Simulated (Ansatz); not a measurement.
Start from Pt in the fcc (Cu type) structure (space group Fm-3m, No. 225; a = 3.940 Å). Axes: x, y, z lie along the cube axes.

The values are results of plane-wave PAW DFT at the r2SCAN level (Ansatz, a quantum-chemistry and plane-wave program, 500 eV), scalar-relativistic without spin-orbit coupling, not measurements.

Base values:

The pressure is 0.0 GPa and the shortest interatomic distance is 2.786 Å.

Perturbation: compressive biaxial strain of 0.94 % in the plane normal to [110], as in epitaxy on a mismatched substrate; the out-of-plane cell vector and the atoms relax.

Question: Estimate the effect on the pressure, energy relative to the base and shortest interatomic distance.

Answer: The pressure (mean of the normal stresses, compression positive) goes from zero to 1.4 GPa; the energy goes up by 2.0 meV/atom; the shortest interatomic distance shrinks by 0.026 Å, from 2.786 Å to 2.760 Å.

Without a gap, meshes like the base's 20×20×20 leave anisotropic stresses uncertain by several tenths of a GPa, and small strain energies with them. No phonon test of stability was made. The final runs are not spin-polarised.
